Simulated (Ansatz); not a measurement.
**Band gap of fluorite HfO2 (high-temperature phase) at several levels of theory**

No measured value is used here.

| level (code) | value (eV) | cell (Å³/atom) |
|---|---|---|
| LDA (Ansatz) | 3.67 | 10.42 |
| LDA+SOC (Ansatz) | 3.56 (direct) | 10.92 |
| PBE (Ansatz) | [?] | 11.04 |
| PBE-D3(BJ) (Ansatz) | 3.78 | 10.88 |
| r²SCAN+rVV10 (Ansatz) | [?] | 10.71 |
| HSE06-D3(BJ) (Ansatz) | 5.47 | 10.58 |
| r²SCANh (Ansatz) | 5.19 | 10.73 |
| Hartree–Fock (Ansatz) | 13.91 | 11.00 |

Q: Complete the blanks.

A: 
- PBE (Ansatz, a program for electronic structure), value (eV): 3.75
- r²SCAN+rVV10 (Ansatz), value (eV): 4.28

Published values of wave-function and many-body methods: 6.03 eV (published QSGW value; Sklénard et al. (2018), arXiv:1811.02362).

Computed values are for a static lattice. Levels without +SOC have no spin–orbit coupling; where heavier elements are present it shifts gaps, mostly down, and can invert bands.  LDA, LDA+SOC, PBE, PBE-D3(BJ), r²SCAN+rVV10, HSE06-D3(BJ), r²SCANh, Hartree–Fock: symmetry holds this phase in the static calculation, where it need not be a minimum. Values are at the level's own relaxed cell; LDA+SOC at a fixed cell, not relaxed at this level and not confirmed as the measured one. Cutoffs and k meshes differ between the levels. Ansatz's density-functional and Hartree–Fock values are scalar-relativistic unless marked +SOC, with PAW data made under PBE.
